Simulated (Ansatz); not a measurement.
Abridged Ansatz (a quantum-chemistry and plane-wave program) output:

```
Relaxation: its limit of steps is 60 (relax.max_steps)
Pseudopotential: Mo, paw, valence charge 14
Crystal: 1 atoms, lattice volume = 15.539 Å³
Basis set: ecut = 500 eV, 381 PW (Γ), exchange–correlation on 80×80×80 points (64 copies of the dense FFT grid, shifted against one another)
Bands: 11, of which v1, the nominal top of the filled ones, is band 7 counted from 1 (6 counted from 0)
Symmetry: 48 space group operations
k-points: 286 of 9261
Functional: x = r2scan, c = r2scan; τ floored in thin density (d = 2e-4 eV/Å³)
SCF iter   1: F=—  HF=-4968.067922 eV  |F-HF|=—  |Δ(HF+E_count)|=         —  Δρ=1.04e-1  dr2=1.73e0  dr2_τ=4.29e-2  ethr=3.10e-3  ⟨swp⟩=5.2  Hψ=18475  notcnv=0
SCF iter   2: F=—  HF=-4967.592836 eV  |F-HF|=—  |Δ(HF+E_count)|=   4.75e-1  Δρ=3.23e-2  dr2=6.30e-2  dr2_τ=5.49e-2  ethr=3.10e-3  ⟨swp⟩=2.0  Hψ=8379  notcnv=0  defer=9
SCF 1 converged in 6 iterations: F = -4967.625165 eV  dr2 = 8.44e-8
relax step   1: F+E_penalty+E_count = -4967.62516545 eV  Δ(F+E_penalty+E_count) = +0.000e0 eV  max|allowed force component| = 0.000e0 eV/Å  Δτ_max = 0.0000 Å  P = +1.801 GPa  Ω = 15.539 Å³  (6 SCF iters, dr2 threshold 1.00e-7 eV, accepted)
[... steps on the carried basis left out ...]
relax step   5: F+E_penalty+E_count = -4967.62272180 eV  Δ(F+E_penalty+E_count) = +3.271e-5 eV  max|allowed force component| = 0.000e0 eV/Å  Δτ_max = 0.0000 Å  P = +4.200 GPa  Ω = 15.408 Å³  stress off target by 3.35e-4 GPa  SCF on the basis re-selected at this cell (its energy is not comparable with the rows above)  (5 SCF iters)
SCF converged after 5 iterations
Free energy (F): -4967.622722 eV
Internal energy: -4967.617108 eV  (E = F + TS)
E sigma→0 (E₀):  -4967.619915 eV
Entropy (-TS):   -0.005614 eV (-5.614 meV/atom)
Fermi energy:    21.426064 eV
--- Forces (eV/Å), atoms counted from 1 ---
  atom   1  Mo    -0.00000000     0.00000000     0.00000000
--- Stress (GPa, compression-positive) ---
        4.200335       0.000000      -0.000000
        0.000000       4.200335       0.000000
       -0.000000      -0.000000       4.200335
  P = ⅓ Tr σ = 4.2003 GPa (42.003 kbar)
--- Relaxed structure (4 steps of the walk, 3 accepted, 1 SCFs on fresh bases) ---
  cell:  # Å, volume = 15.4080 Å³
    - [-1.567577808458064, 1.567577808458064, 1.567577808458064]
    - [1.567577808458064, -1.567577808458064, 1.567577808458064]
    - [1.567577808458064, 1.567577808458064, -1.567577808458064]
  atoms:
    - { symbol: Mo, position: [0.0, 0.0, 0.0] }
```

Q: What was computed, and what are the main results?

A: Mo, 1 atom in the cell, with Kohn–Sham DFT with the r2SCAN functional, run in Ansatz with PAW and 500 eV plane waves, no SOC, earlier PAW set, from a series relaxed to a target (pressure 4.2 GPa). The last SCF converged to F = -4967.622722 eV, or -4967.6227 eV per atom, at a pressure of 4.20 GPa. The total energy compares only with runs of the same code, potentials and settings.

Load acts through the strain it causes; cell and atoms are relaxed under it. Whether these cells are dynamically stable was not tested. The final runs are not spin-polarised. The cell was made from Mo in the bcc (W type) structure (space group Im-3m, No. 229) by this change: pressure 4.2 GPa.

Keys are those of Ansatz 0.2.
